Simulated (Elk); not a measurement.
**A series of runs on LaHg2 (P-3m1, 3 atoms in the cell)**

Space group P-3m1 (No. 164); a = 5.1568 Å, b = 5.1568 Å, c = 3.5101 Å, α = 90.00°, β = 90.00°, γ = 120.00°

| atom | site | symmetry | x | y | z |
|---|---|---|---|---|---|
| La | 1a | -3m. | 0.0000 | 0.0000 | 0.0000 |
| Hg | 2d | 3m. | 0.3333 | 0.6667 | 0.4794 |

Base run A: PBEsol, all-electron FP-LAPW, Elk's shipped species files, default APW+lo basis in Elk, self-consistent single point.

Its settings: xctype = 22; rgkmax = 7; stype = 3; swidth = 0.00499791 Ha; ngridk = 4 4 5; rmtscf = 0.95.

The starting cell comes from a database of computed structures (which also holds hypothetical and non-ambient phases and stackings), without a prior relaxation at this level. Values depend on the basis (sphere radii, cutoffs, local orbitals), which need not be converged. Without a gap this mesh is coarse (it stands for a supercell whose shortest vector is 18 Å).

ΔF is the free energy per atom less that of run A. A dash stands where there is no value to compare (another energy zero or no entropy term, no result, no spin, no clean gap, or a mesh too coarse for one). 

```csv
run,change,ΔF (meV/atom)
A,base,0.00
B,tefvr: default → false,0.00
C,trimvg: default → false,0.24
D,ptnucl: default → false,–
```

Runs B, C reached the same state as A (within 1 meV/atom).

Left out of this page: 1 run of the series stopped by limits of time or memory.
